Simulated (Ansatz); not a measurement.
**Response to strain in BeS**

The reference is BeS in the zinc blende structure (space group F-43m, No. 216; a = 4.869 Å).

Strains are applied to the cell and any free atomic positions relax.

Computed with r2SCAN (Ansatz, a first-principles code, PAW, spin-orbit coupling left out).

Notes on the quantities. energy relative to the base: free energy F.

| isotropic strain (%) | energy relative to the base (meV/atom) |
|---|---|
| -3 | 38.6 |
| -2.5 | 26.4 |
| -2 | ? |
| -1.5 | 9.3 |
| -1 | 4.1 |
| -0.5 | 1.0 |
| 0 | 0.0 |

**Question.** Fit ΔE = Aε² + Bε³ (ε in %) to the rows shown and predict the withheld row.

**Answer.** Least squares on the printed values gives A = 3.96 and B = -0.11 meV/atom (largest residual 0.0 meV/atom); this predicts 16.7 meV/atom, and the run gives 16.7 meV/atom, in agreement.

Whether these cells are dynamically stable was not tested.
